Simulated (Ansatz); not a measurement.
Checking a run of Ansatz (an electronic-structure program) on Y (P1, 8 atoms in the cell). The aim is a self-consistent single point with DFT, PBE, plane waves, default PAW files.

Cell that was meant: a = 6.4627 Å, b = 6.4627 Å, c = 6.4627 Å, α = 90.00°, β = 90.00°, γ = 90.00°.

Part of the input:

Ansatz 0.2 input:
```yaml
    - { symbol: Y, position_ang: [-0.033994, 0.018981, 0.013430] }
    - { symbol: Y, position_ang: [3.150058, 3.183722, 3.191400] }
kpoints:
  mp_grid: { grid: [1, 1, 1] }
hamiltonian:
  xc: pbe
  pseudopotentials: { kind: paw }
```

Output (repeated stretches shortened):

```
WARN basis.ecutwfc = 420 eV, the default
WARN ansatz: RAYON_NUM_THREADS=1 ignored (pool sized by the plan → 1); use --threads N
   [... lines left out ...]
Bands: 53, of which v1, the nominal top of the filled ones, is band 44 counted from 1 (43 counted from 0)
Symmetry: 1 space group operations
Space group: P1 (ITA 1), of the structure as read, at distance tolerance 6.5e-5 Å
k-points: 1
Initial density: superposition of atomic densities (neutral atoms: chi_scale 0, normalization atom), corrected by the library's trained network
Initial wavefunctions: pseudopotential atomic-orbital guess
Eigensolver: davidson
Functional: x = pbe(κ = 0.804, μ = 0.2195149727645171), c = pbe(β = 0.06672455060314922)
SCF iter   1: F=—  HF=-30786.576457 eV  |F-HF|=—  |Δ(HF+E_count)|=         —  Δρ=8.06e-3  dr2=5.22e-1  ethr=1.77e-3  ⟨swp⟩=6.0  Hψ=212  notcnv=0
all-band conjugate gradients solve this SCF's bands
preconditioner: auto → Resta (q_TF=auto, 2.263 Å⁻¹)
SCF iter   2: F=—  HF=-30786.509432 eV  |F-HF|=—  |Δ(HF+E_count)|=   6.70e-2  Δρ=4.66e-3  dr2=1.44e-1  ethr=5.93e-4  ⟨swp⟩=1.0  Hψ=61  notcnv=0
   [... lines left out ...]
SCF iter   7: F=—  HF=-30786.486188 eV  |F-HF|=—  |Δ(HF+E_count)|=   2.74e-5  Δρ=5.07e-5  dr2=2.66e-5  ethr=1.02e-7  ⟨swp⟩=2.0  Hψ=66  notcnv=0
SCF iter   8: F=—  HF=-30786.486187 eV  |F-HF|=—  |Δ(HF+E_count)|=   7.76e-7  Δρ=2.49e-5  dr2=8.95e-6  ethr=3.02e-8  ⟨swp⟩=2.0  Hψ=57  notcnv=0
SCF iter   9: F=—  HF=-30786.486186 eV  |F-HF|=—  |Δ(HF+E_count)|=   5.38e-7  Δρ=6.37e-6  dr2=1.87e-7  ethr=1.02e-8  ⟨swp⟩=1.0  Hψ=53  notcnv=0
SCF iter  10: F=-30786.486186 eV  HF=-30786.486186 eV  |F-HF|=1.96e-8  |Δ(HF+E_count)|=   3.76e-9  Δρ=1.78e-6  dr2=2.85e-8  ethr=1.14e-10  ⟨swp⟩=8.0  Hψ=181  notcnv=0
SCF 1 converged in 10 iterations: F = -30786.486186 eV  dr2 = 2.85e-8
Free energy (F): -30786.486186 eV
Internal energy: -30785.634289 eV  (E = F + TS)
E sigma→0 (E₀):  -30786.060238 eV
Entropy (-TS):   -0.851897 eV (-106.487 meV/atom)
Fermi energy:    8.822323 eV
--- Forces (eV/Å), atoms counted from 1 ---
  atom   1  Y      0.30500795    -0.08212580     0.02371091
  atom   2  Y      0.05750266    -0.07681906    -0.12570034
  atom   3  Y     -0.13224313    -0.03791431     0.01913569
  atom   4  Y     -0.09961399     0.10304482    -0.00216229
  atom   5  Y      0.14988544     0.26669044    -0.17814643
  atom   6  Y     -0.26225528    -0.22241015     0.03667973
  atom   7  Y      0.02241796     0.07230560     0.19348700
  atom   8  Y     -0.04070198    -0.02277890     0.03299423
--- Stress (GPa, compression-positive) ---
        0.260730       0.167198       0.057030
        0.167198       0.497878       0.055393
        0.057030       0.055393       0.368933
  P = ⅓ Tr σ = 0.3758 GPa (3.758 kbar)
  The stress holds the Pulay correction. Without it, at fixed plane waves, as pw.x and ABINIT print it: P = 0.3727 GPa
```

### Question
Can these results be used? Check the input.

### Answer
The run is not sound. The fault is a single k-point for a small metallic cell. One k-point cannot sample the Fermi surface of a small cell. To fix it, use a converged k-point mesh. The run converged in 10 iterations without an error; against the sound input the free energy goes up by 155 meV/atom, the pressure goes from 0.04 to 0.38 GPa and the largest force goes from 0.262 to 0.354 eV/Å.

An input that runs soundly differs in these lines (not the only fix; some lines may just follow from the change or write a value another way):
```diff
-  mp_grid: { grid: [1, 1, 1] }
+  mp_grid: { grid: [3, 3, 3] }
```

With that input, the run converged in 8 iterations: free energy E − TS (on the zero of these files) -30787.7244 eV; Fermi level (on the code's own zero) 9.13 eV; pressure 0.04 GPa; largest force (vector length) 0.262 eV/Å (DFT, PBE, plane waves, default PAW files).

On the sound input: the starting cell was generated: these elements placed on a structure prototype, without a prior relaxation; it need not be a known phase or ordering of this composition. Its atoms were displaced at random from the sites of space group no. 223. Ansatz's pressure includes its estimate of the finite-basis (Pulay) stress.
